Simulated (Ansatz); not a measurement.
CaF2 (fluorite type), cell Ca32F64, started from the crystal [in the run: the framework stayed ordered while some atoms moved; mean temperature 1271 K (target 1270 K); density 2.68 g/cm³, volume +19 % from the start crystal's; Γ point only, which a denser mesh shifts by 0.0 GPa in pressure and 0.00 eV/Å in forces].  Bonds are counted up to Ca-F 3.54 Å.

Task: What distribution of Ca-F-Ca angles does PBE (Ansatz, a quantum-chemistry and plane-wave program) give?

Result: mean 109°, standard deviation 15°.
```
angle (°) | p (1/°)
     52.5 |  0.0000
     55.5 |  0.0000
     58.5 |  0.0000
     61.5 |  0.0001
     64.5 |  0.0001
     67.5 |  0.0002
     70.5 | # 0.0006
     73.5 | # 0.0011
     76.5 | ## 0.0018
     79.5 | ### 0.0030
     82.5 | ##### 0.0048
     85.5 | ######## 0.0074
     88.5 | ########### 0.0105
     91.5 | ############### 0.0148
     94.5 | #################### 0.0193
     97.5 | ######################### 0.0238
    100.5 | ############################ 0.0267
    103.5 | ############################## 0.0291
    106.5 | ############################# 0.0285
    109.5 | ############################# 0.0278
    112.5 | ######################### 0.0247
    115.5 | ####################### 0.0228
    118.5 | ################### 0.0186
    121.5 | ################ 0.0157
    124.5 | ############# 0.0125
    127.5 | ########## 0.0096
    130.5 | ######## 0.0078
    133.5 | ###### 0.0056
    136.5 | ##### 0.0044
    139.5 | ### 0.0031
    142.5 | ## 0.0023
    145.5 | ## 0.0017
    148.5 | # 0.0012
    151.5 | # 0.0010
    154.5 | # 0.0006
    157.5 | # 0.0006
    160.5 |  0.0004
    163.5 |  0.0003
    166.5 |  0.0003
```
